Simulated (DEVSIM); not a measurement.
System: Pd/Al2O3/p-Si capacitor, at 300 K.

Layer 1 from the left is Al2O3, thickness (nm) 9.90. Layer 2 from the left is Si, thickness (nm) 4900, Na (cm⁻³) 1.4e16.

Metal gate on the left, work function 5.2 eV. Fixed charge at the semiconductor interface -9.2e10 cm⁻² (in units of +e); no interface traps.

This is a model device: material constants are rounded textbook-type values typed into the input, and sizes, dopings and lifetimes were drawn at random. Values at 300 K.

Al2O3: gap (eV) 6.8, affinity (eV) 1.35, permittivity 9. Si: gap (eV) 1.124, affinity (eV) 4.05, permittivity 11.7, Nc (cm⁻³) 2.86e19, Nv (cm⁻³) 3.1e19.

Simulated with DEVSIM: 1D Poisson equation in equilibrium, Boltzmann statistics, complete ionisation; no quantum confinement or tunnelling. Metal contacts follow the ideal Schottky-Mott rule: no Fermi-level pinning, no interface dipoles.

Problem. What does the simulation give for the threshold voltage (band bending 2φF), the minimum of the low-frequency capacitance?

Solution. threshold voltage (band bending 2φF) 1.04 V; minimum of the low-frequency capacitance 0.0430 μF/cm².
